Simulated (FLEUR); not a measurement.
Input and output of a self-consistent single point for Li3Mg (I4/mmm, 4 atoms in the cell) (FLEUR).

Computed with PBEsol, all-electron FLAPW (FLEUR), scalar-relativistic valence run with FLEUR.

```xyz
4
Lattice="-2.1579 2.1579 4.2782 2.1579 -2.1579 4.2782 2.1579 2.1579 -4.2782" Properties=species:S:1:pos:R:3 pbc="T T T"
Li     0.0000     0.0000     4.2782
Li     2.1579     0.0000     2.1391
Li     0.0000     2.1579     2.1391
Mg     0.0000     0.0000     0.0000
```

Reference input (self-consistent single point, DFT, PBEsol, all-electron FLAPW (FLEUR), scalar-relativistic valence): Kmax = 3.8 1/bohr; GmaxXC = 13.3 1/bohr; xcFunctional = PBEs; jspins = 1; l_soc = F; mode = hist; fermiSmearingEnergy = 0.00183747 Htr; mesh (inpgen div1-3) = 11 11 11; inpgen gamma flag = false; Gmax = 13.3 1/bohr; numbands = 0; maxIterBroyd = 25. This run's input differs from it in these lines:

```diff
@@ -17,3 +17,3 @@
 &exco xctyp='PBEs' /
-&kpt div1=11 div2=11 div3=11 /
+&kpt div1=5 div2=5 div3=5 /
 &end /
```

Output, abridged:

```
 Iteration:     1   Distance:       1.86094790 me/bohr^3
 Iteration:     2   Distance:       1.73593246 me/bohr^3
 Iteration:     3   Distance:       0.68755523 me/bohr^3
 Iteration:     4   Distance:       0.16229907 me/bohr^3
 Iteration:     5   Distance:       0.12630355 me/bohr^3
   [... 4 lines left out ...]
 Iteration:    10   Distance:       0.00020056 me/bohr^3
 Iteration:    11   Distance:       0.00004323 me/bohr^3
 Iteration:    12   Distance:       0.00004279 me/bohr^3
 Iteration:    13   Distance:       0.00000205 me/bohr^3
 Run finished successfully
 Stop message:
   Structural relaxation: Done

[file out, last iteration]
             iter=     14
[...]
          total density-effective poten   -3.3862693694E+02
          total charge density-energy d   -2.1390619058E+01
 Updated energy parameters for spin:           1
[...]
 fermi energy and band-weighting factors:
    0.189614    0.264648    0.276768

[...]
FERMIE:
          first approx. to ef    (T=0)  :   0.050414 htr   (energy of the highest occ. eigenvalue)
          number of occ. states  (T=0)  :        115
          first approx. to seigv (T=0)  : -14.614387 htr
          sum of weights of occ. states :   6.504000
          sum of semicore charge        :   0.000000 e
FERHIS:  Fermi-Energy by histogram:
          bandgap                     :   0.001613 htr
   [... lines left out ...]
          charge neutrality (T=0)     :   0.008000    (zero if the highest occ. eigenvalue is "entirely" occupied)
     EF_NEWTON:  Adjust Fermi-Energy by Newton-Method.
 Direct bandgap for spin            1 :    4.3264429747300534E-003  Htr
 ---->    free energy=                      -222.2867561315 htr
   [... lines left out ...]
 TOTAL FORCE FOR ATOM TYPE=  1  X=  0.000   Y=  0.000   Z=  8.085
                       FX_TOT= 0.000000 FY_TOT= 0.000000 FZ_TOT= 0.000000
 TOTAL FORCE FOR ATOM TYPE=  2  X=  0.000   Y=  4.078   Z= -4.042
                       FX_TOT= 0.000000 FY_TOT= 0.000000 FZ_TOT= 0.000000
 TOTAL FORCE FOR ATOM TYPE=  3  X=  0.000   Y=  0.000   Z=  0.000
                       FX_TOT= 0.000000 FY_TOT= 0.000000 FZ_TOT= 0.000000
 Structural relaxation: Done
```

The run converged in 13 iterations. FLEUR gives forces in its relaxation mode, with a further iteration, so its stop message speaks of a relaxation. Against the reference run the free energy rises by 10.0 meV/atom.

The starting cell comes from a database of computed structures (which also holds hypothetical and non-ambient phases and stackings), without a prior relaxation at this level. Values depend on the basis (sphere radii, cutoffs, local orbitals), which need not be converged. The log's line on a gap gives a spacing of levels on this mesh, which the program prints for metals too.

Cost on one core of a shared machine: roughly 40 s.
